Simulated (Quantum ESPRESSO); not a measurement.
Worked example: self-consistent single point of SrCd11 (I4_1/amd, 24 atoms in the cell) in Quantum ESPRESSO.

Method: PBEsol, GBRV 1.5 ultrasoft (PBESOL) pseudopotentials (plane waves; Quantum ESPRESSO 7.5).

```
CELL_PARAMETERS angstrom
     -5.90279     5.90279     3.78602
      5.90279    -5.90279     3.78602
      5.90279     5.90279    -3.78602
ATOMIC_POSITIONS crystal
  Sr 0.50000 0.50000 0.00000
  Sr 0.25000 0.75000 0.50000
  Cd 0.42920 0.84545 0.17493
  Cd 0.59545 0.92052 0.91625
  Cd 0.67052 0.25427 0.82507
  Cd 0.00427 0.67920 0.08375
  Cd 0.32080 0.99573 0.91625
  Cd 0.15455 0.57080 0.82507
  Cd 0.07948 0.40455 0.08375
  Cd 0.74573 0.32948 0.17493
  Cd 0.32080 0.40455 0.32507
  Cd 0.15455 0.32948 0.58375
  Cd 0.07948 0.99573 0.67493
  Cd 0.74573 0.57080 0.41625
  Cd 0.42920 0.25427 0.58375
  Cd 0.59545 0.67920 0.67493
  Cd 0.67052 0.84545 0.41625
  Cd 0.00427 0.92052 0.32507
  Cd 0.87500 0.12500 0.75000
  Cd 0.87500 0.62500 0.75000
  Cd 0.37500 0.12500 0.25000
  Cd 0.87500 0.12500 0.25000
  Cd 0.75000 0.25000 0.50000
  Cd 0.00000 0.00000 0.00000
```

Reference input (self-consistent single point, DFT, PBEsol, plane waves, GBRV 1.5 ultrasoft (PBESOL) pseudopotentials): ecutwfc = 40 Ry; ecutrho = 200 Ry; occupations = smearing; smearing = marzari-vanderbilt; degauss = 0.0147 Ry; potentials = {Sr: sr_pbesol_v1.uspp.F.UPF, Cd: cd_pbesol_v1.uspp.F.UPF}; K_POINTS = automatic 3 3 3 0 0 0; conv_thr = 1e-09 Ry. This run's input differs from it in these lines:

```diff
@@ -13,4 +13,4 @@
   ntyp = 2
-  ecutwfc = 40
-  ecutrho = 200
+  ecutwfc = 46
+  ecutrho = 230
   occupations = 'smearing'
```

Output (repeated stretches shortened):

```
     Self-consistent Calculation

     iteration #  1     ecut=    46.00 Ry     beta= 0.70

---- Real-time Memory Report at c_bands before calling an iterative solver
           810 MiB given to the printing process from OS
           611 MiB allocation reported by mallinfo(arena+hblkhd)
------------------

     negative rho (up, down):  5.743E-01 0.000E+00

     total energy              =   -2657.60490545 Ry
     estimated scf accuracy    <       3.51175923 Ry

     iteration #  2     ecut=    46.00 Ry     beta= 0.70

---- Real-time Memory Report at c_bands before calling an iterative solver
   [... lines left out ...]
          1327 MiB given to the printing process from OS
           670 MiB allocation reported by mallinfo(arena+hblkhd)
------------------

     negative rho (up, down):  6.052E-01 0.000E+00

     total energy              =   -2659.07075135 Ry
     estimated scf accuracy    <       0.00000002 Ry

     iteration # 11     ecut=    46.00 Ry     beta= 0.70

---- Real-time Memory Report at c_bands before calling an iterative solver
          1327 MiB given to the printing process from OS
           670 MiB allocation reported by mallinfo(arena+hblkhd)
------------------

     negative rho (up, down):  6.052E-01 0.000E+00
     End of self-consistent calculation

   [... 19 lines left out ...]

   [... 19 lines left out ...]

   [... 19 lines left out ...]

   [... 19 lines left out ...]

     the Fermi energy is    11.7070 ev

!    total energy              =   -2659.07075137 Ry
     estimated scf accuracy    <          8.3E-10 Ry
     smearing contrib. (-TS)   =      -0.00126141 Ry
     internal energy E=F+TS    =   -2659.06948996 Ry

     convergence has been achieved in  11 iterations

     negative rho (up, down):  6.052E-01 0.000E+00

     Forces acting on atoms (cartesian axes, Ry/au):

     atom    1 type  1   force =     0.00000000    0.00000000    0.00000000
     atom    2 type  1   force =    -0.00000000    0.00000000   -0.00000000
     atom    3 type  2   force =    -0.00034237    0.00103069   -0.00172462
   [... lines left out ...]
     Total force =     0.008152     Total SCF correction =     0.000121
   [... lines left out ...]

     negative rho (up, down):  6.052E-01 0.000E+00
          total   stress  (Ry/bohr**3)                   (kbar)     P=        9.72
   0.00003631   0.00000000   0.00000000            5.34        0.00        0.00
   0.00000000   0.00003631   0.00000000            0.00        5.34        0.00
   0.00000000   0.00000000   0.00012567            0.00        0.00       18.49

   JOB DONE.
```

The run converged in 11 iterations. Against the reference run the free energy drops by 3.5 meV/atom, the pressure goes from 0.66 to 0.97 GPa and the largest force stays at 0.052 eV/Å.

The starting cell comes from a database of computed structures (which also holds hypothetical and non-ambient phases and stackings), without a prior relaxation at this level. Its lattice was rescaled by a random factor within 2.5 % of one.

Cost on one core of a shared machine: roughly 20 min.
